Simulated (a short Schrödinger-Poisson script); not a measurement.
**MOS inversion layer, SiO2 on p-type Ge(111)**

Structure: MOS inversion layer, SiO2 on p-type Ge(111), at 300 K.

```
layer  material  thickness (nm)  Na (cm⁻³)
-----  --------  --------------  ---------
1          SiO2             2.4          -
2            Ge             750       3e17
```

Constants are typed, rounded textbook-type inputs, not results; the design itself was drawn at random and stands for no fabricated device. SiO2: permittivity 3.9, conduction-band edge (eV) 3.1, gap (eV) 9, electron mass (mₑ) 0.5. Ge: permittivity 16, conduction-band edge (eV) 0, gap (eV) 0.664, Nv at 300 K (cm⁻³) 6e18.

Channel valleys (confinement mass, in-plane density-of-states mass, number): L1 1.59, 0.08, 1; L3 0.09, 0.34, 3. At the gate the conduction-band edge of layer 1 lies 3.4 eV − eVg above the Fermi level of the channel; the field vanishes at the back. Gaps are held at their typed values at every temperature. Mesh 0.03 nm at interfaces.

From a short Schrödinger-Poisson script (our own, NumPy): 1D Poisson equation in equilibrium, electrons quantum, Hartree (BenDaniel-Duke, 12 states a valley, the channel's in-plane mass for all, wave functions free to enter the dielectric), parabolic valleys, classical holes, full ionisation, no traps, pinning or gate leakage.

```
Vg (V)  electrons (cm⁻²)  C (μF/cm²)  L1 E0 (meV)  L1 E1 (meV)  L3 E0 (meV)  L3 E1 (meV)
------  ----------------  ----------  -----------  -----------  -----------  -----------
0.1               3.37e6       0.300        359.9        385.7        405.3        466.1
0.2               5.37e7       0.267        283.3        312.1        333.6        403.1
0.3               1.01e9       0.247        204.3        235.6        258.7        335.4
0.4              1.94e10       0.296        125.1        158.7        183.2        266.1
0.5              2.03e11       0.662         61.5         97.8        123.5        211.4
0.6              6.72e11       0.943         26.3         66.2         93.0        184.7
0.7              1.28e12        1.06          4.8         48.6         76.4        171.2
0.8              1.95e12        1.11        -11.1         36.6         65.3        162.9
0.9              2.65e12        1.14        -24.2         27.4         56.9        157.2
1                3.36e12        1.17        -35.6         19.9         50.1        153.0
1.1              4.09e12        1.18        -45.9         13.5         44.3        149.6
1.2              4.83e12        1.20        -55.4          7.8         39.2        147.0
1.3              5.58e12        1.21        -64.3          2.7         34.6        144.8
1.4              6.34e12        1.22        -72.7         -2.0         30.4        143.0
1.5              7.10e12        1.22        -80.6         -6.3         26.6        141.5
1.6              7.87e12        1.23        -88.3        -10.2         23.0        140.2
1.7              8.64e12        1.24        -95.6        -14.0         19.6        139.2
1.8              9.41e12        1.24       -102.6        -17.5         16.5        138.2
1.9              1.02e13        1.25       -109.5        -20.7         13.4        137.5
```

Gate voltages with under 1e6 electrons/cm² are left out.

Subbands count from the Fermi level.

Only the L valleys are kept; under strong confinement the Δ valleys of Ge fill too.
